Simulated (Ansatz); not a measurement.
Take Al$_{2}$Au (space group Fm-3m, No. 225; a = 6.003 Å; relaxed with 0.1 eV smearing) as the base. Axes: x, y, z lie along the cube axes.

Computed with Ansatz (a quantum-chemistry and plane-wave program), PBEsol, PAW, cutoff 420 eV, without spin-orbit coupling.

Modification: an isotropic linear strain of −3.00 %; the atoms relax in the strained cell.

Task: Predict the stress tensor and what it implies for the stiffness.

Result: Stress of the strained cell less that of the base (GPa, compression positive):
```
   13.0     0.0     0.0
    0.0    13.0     0.0
    0.0     0.0    13.0
```

Then B = −ΔP/(ΔV/V₀) with ΔV/V₀ = -0.0873 gives secant stiffness values (nonlinear terms included at this strain): B ≈ 149 GPa.

As a check, the harmonic strain energy −½ V₀ Δσ:ε is 66 meV/atom; the computed energy rise is 59 meV/atom.

Stability against distortions was not tested.
